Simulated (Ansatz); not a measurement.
Ta2N, pressure series

Take Ta2N (space group P-31m, No. 162; a = 5.265 Å, c = 4.911 Å; a cell from a computed database, its experimental status unchecked) as the base.

Cell and atoms are relaxed at each pressure.

Calculations: Ansatz (a quantum-chemistry and plane-wave program), PBEsol, PAW, cutoff 420 eV, scalar-relativistic without spin-orbit coupling.

```json
[
 {"pressure (GPa)": "-2", "volume per atom (Å³/atom)": "13.185"},
 {"pressure (GPa)": "-1", "volume per atom (Å³/atom)": "?"},
 {"pressure (GPa)": "0", "volume per atom (Å³/atom)": "13.098"},
 {"pressure (GPa)": "0.3", "volume per atom (Å³/atom)": "13.085"},
 {"pressure (GPa)": "0.7", "volume per atom (Å³/atom)": "13.068"},
 {"pressure (GPa)": "1.5", "volume per atom (Å³/atom)": "13.034"},
 {"pressure (GPa)": "3", "volume per atom (Å³/atom)": "12.972"},
 {"pressure (GPa)": "5", "volume per atom (Å³/atom)": "12.891"},
 {"pressure (GPa)": "10", "volume per atom (Å³/atom)": "12.700"}
]
```

Task: Fit the third-order Birch–Murnaghan form P(V) = (3B₀/2)[(V₀/V)^(7/3) − (V₀/V)^(5/3)]·[1 + (3/4)(B₀′ − 4)((V₀/V)^(2/3) − 1)] (squares taken in P) to the rows shown and predict the withheld row.

Result: Least squares on the printed values gives V₀ = 13.098 Å³/atom, B₀ = 305 GPa, B₀′ = 4.0; this predicts 13.141 Å³/atom, and the run gives 13.141 Å³/atom, in agreement.

Load acts through the strain it causes; cell and atoms are relaxed under it. No phonon test of stability was made. No other phases were tried under pressure. All final runs are without spin polarisation. An odd electron count without spin: Ta2N.
